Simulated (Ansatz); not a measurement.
# GeSiC2 (model structure, started from the AlGaN2 type, P-4m2, No. 115, 4 atoms in the cell): band gap by level of theory

No measured value is used here.

```tsv
level (code)	value (eV)
LDA (Ansatz)	1.45 (indirect)
PBEsol+SOC (Ansatz)	[?]
r²SCAN+SOC (Ansatz)	1.78 (indirect)
r²SCAN0 (Ansatz)	3.20 (indirect)
G0W0@HSE06+SOC (Ansatz)	2.74
```

### Question
Some entries are withheld; supply them.

### Answer

- PBEsol+SOC (Ansatz, an electronic-structure program), value (eV): 1.36 (indirect)

Computed values are for a static lattice. Levels without +SOC have no spin–orbit coupling; where heavier elements are present it shifts gaps, mostly down, and can invert bands.  G0W0@HSE06+SOC: filled d or f shells below the valence bands can shift G0W0 gaps through exchange with them, which wasn't tested here. G0W0@HSE06+SOC: GW on a hybrid start was not checked against another program. G0W0@HSE06+SOC: spin–orbit coupling enters as the shift of the gap found with a semilocal functional. Values are at the PBEsol cell. Cutoffs and k meshes differ between the levels. Ansatz's density-functional and Hartree–Fock values are scalar-relativistic unless marked +SOC, with PAW data made under PBE.

A model structure was made by putting elements into a prototype or built by hand; it is no filed structure, need not be a known phase, and can be a saddle point held by its symmetry.
